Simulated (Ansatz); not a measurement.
**Al_Si+V_C (metastable 2H silicon carbide host)**

All values below come from PBE, PAW (plane waves to 420 eV; Ansatz, a first-principles code). A 3×2×2 supercell of 96 sites was used; the energies come from a 2×2×2 shifted sampling of its zone. Sites at the start: the Si site; C 1.89 Å away. Energies of charged states are corrected for periodic images (point charge plus alignment at distant sites). Dielectric constants: PBE linear response of the host. Host gap at this level: 2.31 eV. These values are not converged in cell size to better than tenths of an eV. PBE underestimates the host's gap, which shifts levels and can delocalise carriers. Spin–orbit coupling is left out. Each state is the lowest found from its start.

Formation energies E_f are given with the Fermi level at the valence-band maximum. Chemical conditions: C-rich (Δμ(C) = 0.00 eV, Δμ(Si) = -0.40 eV, Δμ(Al) = -0.16 eV, bounded by Al4C3 (R-3m); only phases computed here count, gases as isolated molecules at 0 K). Reference phases: Al: fcc Al, C: graphite, Si: silicon.

| charge | moment (μB) | largest move off a lattice site (Å) | image correction with alignment (eV) | E_f, C-rich (eV) |
|---|---|---|---|---|
| +2* | quenched | 0.14 | – | – |
| +1 | not spin-polarised | 0.15 | 0.08 | 2.23 |
| 0 | 1.0 | 0.08 | 0.01 | 3.57 |

* At this level the carrier isn't localised at the defect: at charge +2 holes occupy the valence band. Such a state is shallow or no state of the defect, and this cell gives it no level.

Starting moments that weren't kept: charge +2 began with 1 μB and ended with 0.0.

Transition levels above the valence-band maximum: ε(+1/0) = 1.34 eV. On the lower envelope of the bound states, inside the gap: (+1/0) at 1.34 eV.

Flagged in the runs: a host whose relaxation on this sampling wasn't shown to rest.

All states together cost about 70 core-minutes (a rough figure).
